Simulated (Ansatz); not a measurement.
Consider Hf-vacancy pair (Hf on one host Ru site, one Ru site vacant) in hcp Ru, neutral cell. Computed with PBE, PAW (plane waves to 420 eV; Ansatz, a quantum-chemistry and plane-wave program).

Cell of 36 host sites held at the relaxed PBE lattice; a 2×2×2 k-point mesh shifted by half a step along c; Fermi-Dirac width 0.10 eV, spin-restricted; finite-size errors left in. Static, classical nuclei. Spin-orbit coupling is left out. Forms of the defect that were not tried may lie lower.

Barriers: single points on a 4×4×4 k-point mesh shifted by half a step along c at the bands' geometries (they differ from the bands' own by up to 0.14 eV, and are uncertain by about as much).

The step: direct exchange of Hf with the vacancy (Hf-vacancy distance between ideal sites 2.66 Å throughout). Atoms about the jump, Cartesian Å from the middle of the jump, before and after:

```csv
atom,x0,y0,z0,x1,y1,z1
Hf1,0.59,0.34,-0.89,-0.59,-0.34,0.89
Ru2,2.13,-0.40,1.16,2.10,-0.39,1.09
Ru3,-0.72,-2.01,-1.09,-0.72,-2.05,-1.16
Ru4,0.72,2.05,1.16,0.72,2.01,1.09
Ru5,-2.10,0.39,-1.09,-2.13,0.40,-1.16
Ru6,2.05,-2.00,-1.08,2.03,-1.97,-1.07
Ru7,0.69,-2.75,1.07,0.71,-2.77,1.08
Ru8,-0.71,2.77,-1.08,-0.69,2.75,-1.07
Ru9,-2.03,1.98,1.07,-2.05,2.00,1.08
Ru10,-0.70,-0.40,-3.27,-0.67,-0.39,-3.23
Ru11,0.67,0.39,3.23,0.70,0.40,3.27
Ru12,3.41,0.40,-1.08,3.40,0.40,-1.08
Ru13,-2.05,-2.74,1.08,-2.05,-2.75,1.08
Ru14,2.05,2.75,-1.08,2.04,2.74,-1.08
Ru15,-3.40,-0.40,1.08,-3.41,-0.40,1.08
Ru16,-2.02,0.38,3.19,-2.03,0.39,3.25
Ru17,0.68,1.95,-3.25,0.68,1.94,-3.19
Ru18,2.03,-0.39,-3.25,2.02,-0.38,-3.19
Ru19,-0.68,-1.94,3.19,-0.68,-1.95,3.25
```

Task: Predict the transition state.

Result: 
```
atom      x      y      z
----  -----  -----  -----
Hf1    0.00   0.00  -0.01
Ru2    2.20  -0.42   1.17
Ru3   -0.74  -2.12  -1.19
Ru4    0.74   2.12   1.17
Ru5   -2.20   0.42  -1.19
Ru6    2.03  -1.99  -1.10
Ru7    0.71  -2.75   1.08
Ru8   -0.71   2.75  -1.10
Ru9   -2.03   1.99   1.08
Ru10  -0.68  -0.39  -3.22
Ru11   0.67   0.39   3.20
Ru12   3.35   0.39  -1.08
Ru13  -2.01  -2.71   1.06
Ru14   2.01   2.71  -1.08
Ru15  -3.36  -0.39   1.06
Ru16  -1.99   0.38   3.19
Ru17   0.66   1.91  -3.22
Ru18   1.99  -0.38  -3.22
Ru19  -0.67  -1.91   3.20
```
It lies 0.56 eV above the start and 0.56 eV above the end. The saddle point's order was not checked, and it lies on a symmetry element of the cell, where a band can be held.
